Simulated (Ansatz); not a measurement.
Start from BiPt in the NiAs type structure (space group P6_3/mmc, No. 194; relaxed with 0.1 eV smearing).

```yaml
crystal:
  lattice:
    - [4.36104, 0.00000, 0.00000]
    - [-2.18052, 3.77677, 0.00000]
    - [0.00000, 0.00000, 5.49278]
  atoms:
    - { symbol: Bi, position: [0.33333, 0.66667, 0.25000] }
    - { symbol: Bi, position: [0.66667, 0.33333, 0.75000] }
    - { symbol: Pt, position: [0.00000, 0.00000, 0.50000] }
    - { symbol: Pt, position: [0.00000, 0.00000, 0.00000] }
```

Cartesian axes are those of the cell as printed.

Computed with PBEsol, PAW, 420 eV (Ansatz, a program for electronic structure; without spin-orbit coupling).

The change: uniaxial strain ε_xx = −4.34 %, all other strain components held at zero, atoms relaxed at fixed cell.

Task: Predict the stress tensor and what it implies for the stiffness.

Result: Stress of the strained cell less that of the base (GPa, compression positive):
```
    7.3     0.0     0.0
    0.0     5.5     0.0
    0.0     0.0     4.6
```

Then −Δσ_ii/ε with ε = -0.0434 gives secant stiffness values (nonlinear terms included at this strain): C11 ≈ 169 GPa, C12 ≈ 128 GPa and C13 ≈ 105 GPa.

As a check, the harmonic strain energy −½ V₀ Δσ:ε is 22 meV/atom; the computed energy rise is 22 meV/atom.

Stability against distortions was not tested. The final runs are not spin-polarised.
